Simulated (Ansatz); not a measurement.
Start from WSi2 (space group I4/mmm, No. 139; a = 3.185 Å, c = 7.773 Å; relaxed with 0.1 eV smearing). Axes: x, y, z lie along a, b, c of the conventional cell.

Level of theory: Kohn–Sham DFT with the LDA functional, run in Ansatz (a first-principles code) with PAW and 420 eV plane waves, no spin-orbit coupling.

For the base:

* **Pressure**: 0.0 GPa

Perturbation: tensile biaxial strain of 0.50 % in the plane normal to [001], as in epitaxy on a mismatched substrate; the out-of-plane cell vector and the atoms relax.

**Question.** How does this affect the out-of-plane strain and pressure?

**Answer.** The out-of-plane strain amounts to -0.18 %; the pressure (mean of the normal stresses, compression positive) goes from zero to -1.8 GPa.

Stability against distortions was not tested. The final runs are not spin-polarised.
